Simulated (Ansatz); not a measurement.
Take BN in the zinc blende structure (space group F-43m, No. 216; a = 3.581 Å) as the base.

Level of theory: LDA, PAW, 420 eV (Ansatz, a program for electronic structure; spin-orbit coupling left out).

Before the change:

| Quantity | Value |
|---|---|
| Band gap | 4.39 eV |

Now apply this change: every lattice vector is stretched by 1.00 %, atoms relaxed at fixed cell.

Task: Predict the new band gap.

Result: The band gap falls by 0.03 eV (4.39 eV → 4.36 eV).

Task: What does the calculation give for the energy relative to the base after the change?

Result: The energy rises by 6.3 meV/atom.

The cells carry an imposed strain or load. Stability against distortions was not tested.
